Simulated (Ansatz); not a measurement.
Si on the Ca site + O vacancy in rock-salt CaO (the name describes the start): one set of geometries, relaxed with PBE, evaluated in Ansatz (PAW, plane waves to 420 eV, 500 eV under r2SCAN) with PBE, r2SCAN.

Cell and caveats: 64-site cell; 2×2×2 shifted k-points; start: the Ca site; O 2.42 Å away; charged states image-corrected; energies good to tenths of an eV; relaxed from one start, so a lower configuration may exist; flagged in the runs: a strain field that reaches the edge of the cell.

| quantity | PBE | r2SCAN |
|---|---|---|
| host gap (eV) | 3.66 | 4.20 |
| ε(+2/+1) above the VBM (eV) | 2.62 | 2.94 |
| ε(+1/0) above the VBM (eV) | 2.93 | 3.39 |
| largest moment on one atom at charge +1 (μB) | 0.07 | 0.07 |
| neutral formation energy against fcc Ca, O2 molecule in a box, silicon (eV) | 10.18 | 11.19 |

PBE narrows the gap by 0.54 eV against r2SCAN, the highest level run, and puts the levels shown 0.39 eV lower above the valence-band maximum on average (from the rounded values).

Ansatz is a quantum-chemistry and plane-wave program.
